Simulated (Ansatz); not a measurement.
Output of an Ansatz run (abridged):

```
WARN ansatz: RAYON_NUM_THREADS=1 ignored (pool sized by the plan → 1); use --threads N
Pseudopotentials: kind: paw
Pseudopotential: Ca, paw, valence charge 10
Pseudopotential: Au, paw, valence charge 19
Pseudopotential: Ge, paw, valence charge 14
Crystal: 5 atoms, lattice volume = 97.814 Å³
Basis set: ecut = 420.4159175005146 eV, 1929 PW (Γ)
Bands: 46, of which v1, the nominal top of the filled ones, is band 38 counted from 1 (37 counted from 0)
Symmetry: 16 space group operations
Space group: I4/mmm (ITA 139), of the structure as read, at distance tolerance 4.6e-5 Å
k-points: 126 of 1331
PAW frozen core: Ca, regenerated for the run's functional, and the local potential with it
PAW frozen core: Au, regenerated for the run's functional, and the local potential with it
PAW frozen core: Ge, regenerated for the run's functional, and the local potential with it
Initial density: superposition of atomic densities (neutral atoms: chi_scale 0, normalization atom), corrected by the library's trained network
Initial wavefunctions: pseudopotential atomic-orbital guess
Eigensolver: davidson
Functional: x = slater, c = lda
SCF iter   1: F=—  HF=-35936.428431 eV  |F-HF|=—  |Δ(HF+E_count)|=         —  Δρ=5.71e-3  dr2=1.56e-2  ethr=1.77e-3  ⟨swp⟩=6.9  Hψ=23038  notcnv=0  defer=30
all-band conjugate gradients solve this SCF's bands
preconditioner: auto → Kerker (q_TF=auto, 2.616 Å⁻¹)
SCF iter   2: F=—  HF=-35936.426013 eV  |F-HF|=—  |Δ(HF+E_count)|=   2.42e-3  S|Δr|=    0.00e0  Δρ=2.91e-3  dr2=4.29e-3  ethr=2.06e-5  ⟨swp⟩=2.0  Hψ=10779  notcnv=0  defer=322
SCF iter   3: F=—  HF=-35936.425237 eV  |F-HF|=—  |Δ(HF+E_count)|=   7.76e-4  S|Δr|=    0.00e0  Δρ=8.19e-4  dr2=6.22e-4  ethr=5.64e-6  ⟨swp⟩=2.0  Hψ=7362  notcnv=0  defer=322
SCF iter   4: F=—  HF=-35936.425099 eV  |F-HF|=—  |Δ(HF+E_count)|=   1.38e-4  S|Δr|=    0.00e0  Δρ=2.43e-4  dr2=1.10e-4  ethr=8.19e-7  ⟨swp⟩=2.0  Hψ=9070  notcnv=0  defer=322
SCF iter   5: F=—  HF=-35936.425075 eV  |F-HF|=—  |Δ(HF+E_count)|=   2.40e-5  S|Δr|=    0.00e0  Δρ=8.47e-5  dr2=1.11e-5  ethr=1.45e-7  ⟨swp⟩=2.0  Hψ=9094  notcnv=0  defer=322
SCF iter   6: F=—  HF=-35936.425086 eV  |F-HF|=—  |Δ(HF+E_count)|=   1.10e-5  S|Δr|=    0.00e0  Δρ=2.78e-5  dr2=1.54e-6  ethr=1.46e-8  ⟨swp⟩=2.0  Hψ=9096  notcnv=0  defer=322
SCF iter   7: F=—  HF=-35936.425085 eV  |F-HF|=—  |Δ(HF+E_count)|=   4.93e-7  S|Δr|=    0.00e0  Δρ=1.17e-5  dr2=2.10e-7  ethr=2.02e-9  ⟨swp⟩=2.0  Hψ=9095  notcnv=0  defer=322
SCF iter   8: F=-35936.425085 eV  HF=-35936.425085 eV  |F-HF|=1.15e-8  |Δ(HF+E_count)|=   4.76e-8  S|Δr|=    0.00e0  Δρ=3.78e-6  dr2=2.20e-8  ethr=1.32e-10  ⟨swp⟩=8.6  Hψ=23420  notcnv=0
SCF 1 converged in 8 iterations: F = -35936.425085 eV  dr2 = 2.20e-8
SCF converged after 8 iterations
Stability not checked (fill_not_monotonic)
Free energy (F): -35936.425085 eV
Harris-Foulkes:  -35936.425085 eV  (|F-HF|=1.15e-8)
Internal energy: -35936.424603 eV  (E = F + TS)
E sigma→0 (E₀):  -35936.424925 eV
Entropy (-TS):   -0.000482 eV (-0.096 meV/atom)
Fermi energy:    13.712092 eV
--- Per-component energies (eV) ---
  E_band       = -953.394258
  E_kinetic    = 1715.275373
  E_local      = -10114.497381  (includes V_loc(G=0)·N_el)
  E_nonlocal   = 1068.822694
  E_hartree    = 4332.318591
  E_xc         = -742.940896
  E_vxc        = -855.394733  (∫ρ·V_xc dr)
  E_paw        = -23544.278541  (= ΣΔE_a)
  E_vpaw       = -1432.229182  (= ΣTr[D̂ρ^β])
  E_aug_tail   = 0.003183  (compensation charges beyond the density's cutoff)
  E_ewald      = -8656.272878
  E_core_change = 5.145254  (= ΣΔE_core)
  E_smearing   = -0.000482  (= −TS)
  E_closure    = 0.000000  (closes the sum)
  Σ components = -35936.425085   (vs F -35936.425085, Δ=0.00e0)
--- Forces (eV/Å), atoms counted from 1 ---
  atom   1  Ca     0.00000000     0.00000000    -0.00000000
  atom   2  Au     0.00000000    -0.00000000     0.00000000
  atom   3  Au     0.00000000    -0.00000000     0.00000000
  atom   4  Ge     0.00000000    -0.00000000     0.37520526
  atom   5  Ge     0.00000000    -0.00000000    -0.37520526
  max |Σ_I F_I| component: 7.98e-17 eV/Å
--- Stress (GPa, compression-positive) ---
        0.455498       0.000000      -0.000000
        0.000000       0.455498       0.000000
        0.000000      -0.000000      -0.835198
  P = ⅓ Tr σ = 0.0253 GPa (0.253 kbar)
  The stress holds the Pulay correction. Without it, at fixed plane waves, as pw.x and ABINIT print it: P = -0.0065 GPa
--- Band table (eV; the first three rows and the last of 126) ---
  k-point 0: bands = ["-92.8024", "-92.8001", "-44.1471", "-44.1429", "-44.1150", "-44.1075", "-44.1063", "-44.1021", "-27.1564", "-11.2342", "-11.1543", "-11.1540", "-11.0957", "-11.0876", "-11.0811", "-11.0667", "-11.0665", "-11.0655", "-11.0073", [...]
  k-point 1: bands = ["-92.8021", "-92.8004", "-44.1480", "-44.1327", "-44.1167", "-44.1141", "-44.1084", "-44.1013", "-27.1559", "-11.2341", "-11.1556", "-11.1547", "-11.0954", "-11.0867", "-11.0811", "-11.0679", "-11.0669", "-11.0659", "-11.0069", [...]
  k-point 2: bands = ["-92.8018", "-92.8007", "-44.1493", "-44.1303", "-44.1193", "-44.1129", "-44.1095", "-44.1002", "-27.1553", "-11.2341", "-11.1576", "-11.1556", "-11.0950", "-11.0856", "-11.0806", "-11.0694", "-11.0674", "-11.0665", "-11.0064", [...]
  k-point 125: bands = ["-92.8025", "-92.8000", "-44.1467", "-44.1467", "-44.1153", "-44.1072", "-44.1024", "-44.1024", "-27.1564", "-11.2347", "-11.1553", "-11.1553", "-11.0996", "-11.0842", "-11.0766", "-11.0698", "-11.0647", "-11.0647", [...]
```

The structure:

```xyz
5
Lattice="-2.1960 2.1960 5.0710 2.1960 -2.1960 5.0710 2.1960 2.1960 -5.0710" Properties=species:S:1:pos:R:3 pbc="T T T"
Ca     0.0000     0.0000     0.0000
Au     0.0000     2.1960     2.5355
Au     2.1960     0.0000     2.5355
Ge     0.0000     0.0000     3.8438
Ge     0.0000     0.0000     6.2982
```

Question: Reconstruct the input of this run.

Answer: Other spellings and defaults could give the same log, and not every line can be read from it. The input that was run (DFT, LDA (PW92), plane waves, default PAW files made with PBE):

Ansatz 0.2 input:
```yaml
crystal:
  lattice:
    - [-2.195951, 2.195951, 5.071011]
    - [2.195951, -2.195951, 5.071011]
    - [2.195951, 2.195951, -5.071011]
  atoms:
    - { symbol: Ca, position_ang: [0.000000, 0.000000, 0.000000] }
    - { symbol: Au, position_ang: [0.000000, 2.195951, 2.535506] }
    - { symbol: Au, position_ang: [2.195951, 0.000000, 2.535506] }
    - { symbol: Ge, position_ang: [0.000000, -0.000000, 3.843826] }
    - { symbol: Ge, position_ang: [-0.000000, 0.000000, 6.298196] }
basis:
  ecutwfc: 30.9 Ry
kpoints:
  mp_grid: { grid: [11, 11, 11], shift: [0.5, 0.5, 0.5] }
hamiltonian:
  xc: lda
  pseudopotentials: { kind: paw }
scf:
  occupations: { method: cold, width: 0.0037 Ry }
output:
  forces: true
  eigenvalues: true
  stress: true
```

The starting cell comes from a database of published, mostly measured structures (it also holds non-ambient and calculated ones), without a prior relaxation at this level. Its lattice was rescaled by a random factor within 2.5 % of one. Spin-orbit coupling is off. Ansatz's pressure includes its estimate of the finite-basis (Pulay) stress.

Ansatz is a program for electronic structure.
